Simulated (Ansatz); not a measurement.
By PBEsol, the system below comes out a metal.

Crystal: TaC (Fm-3m, rock salt, 2 atoms a cell, 11.1 Å³ an atom, -6 GPa at this level); planes in its conventional cell.

Level of theory: PBEsol (plane waves, PAW; Ansatz, a program for electronic structure).

G/A = (e²/h) × open channels of both spins per area, as a mean over 0.1 eV about the Fermi level, without spin-orbit coupling, for the cells as given.

```json
[
 {"plane": "(111)", "area (Å²)": "8.6", "G/A (10¹⁵ S/m²)": "1.1"},
 {"plane": "(001)", "area (Å²)": "10.0", "G/A (10¹⁵ S/m²)": "…"}
]
```

Q: Complete the blanks.

A: 
- (001), G/A (10¹⁵ S/m²): 0.95
